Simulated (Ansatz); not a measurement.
**A computed series for GaAs: alloy series**

Base system: GaAs in the zinc blende structure (space group F-43m, No. 216).

```
GaAs
1.0
    0.00000     2.87304     2.87304
    2.87304     0.00000     2.87304
    2.87304     2.87304     0.00000
As Ga
1 1
Cartesian
  4.30955   4.30955   4.30955
  0.00000   0.00000   0.00000
```

The other end (x = 1) is GaN in the zinc blende structure (space group F-43m, No. 216): 11.77 Å³/atom, gap 1.54 eV; this end may not be an ambient phase.

N replaces a fraction x of As; each row is one arrangement (x, atoms in the cell, starting space group or random), fully relaxed.

Calculations: Ansatz (a quantum-chemistry and plane-wave program) PBE, no SOC, earlier PAW set.

```json
[
 {"N fraction x": "0", "volume per atom (Å³/atom)": "23.715"},
 {"N fraction x": "0.25 (Pmm2, 8 atoms)", "volume per atom (Å³/atom)": "20.205"},
 {"N fraction x": "0.25 (P-4m2, 8 atoms)", "volume per atom (Å³/atom)": "20.193"},
 {"N fraction x": "0.5 (P-4m2, 8 atoms)", "volume per atom (Å³/atom)": "16.955"},
 {"N fraction x": "0.5 (Pmn2_1, 8 atoms)", "volume per atom (Å³/atom)": "16.881"},
 {"N fraction x": "0.667 (P3m1, 6 atoms)", "volume per atom (Å³/atom)": "?"},
 {"N fraction x": "0.75 (P-43m, 8 atoms)", "volume per atom (Å³/atom)": "14.343"},
 {"N fraction x": "0.75 (Cm, 8 atoms)", "volume per atom (Å³/atom)": "14.279"},
 {"N fraction x": "1", "volume per atom (Å³/atom)": "11.766"}
]
```

Q: Fit V(x) = (1 − x) V(0) + x V(1) − b x(1 − x) with the ends held (b = 0 is Vegard's rule) to the rows shown and predict the withheld row.

A: Least squares on the printed values gives b = 2.92 Å³/atom, against 15.745 Å³/atom from the straight line alone (largest residual 0.137 Å³/atom); this predicts 15.097 Å³/atom, and the run gives 15.269 Å³/atom, 0.172 higher.

These are small ordered cells, not random alloys; other orderings at the same x differ. Whether these cells are dynamically stable was not tested. All final runs are without spin polarisation. This is not the structure that GaN has at room temperature and ambient pressure.
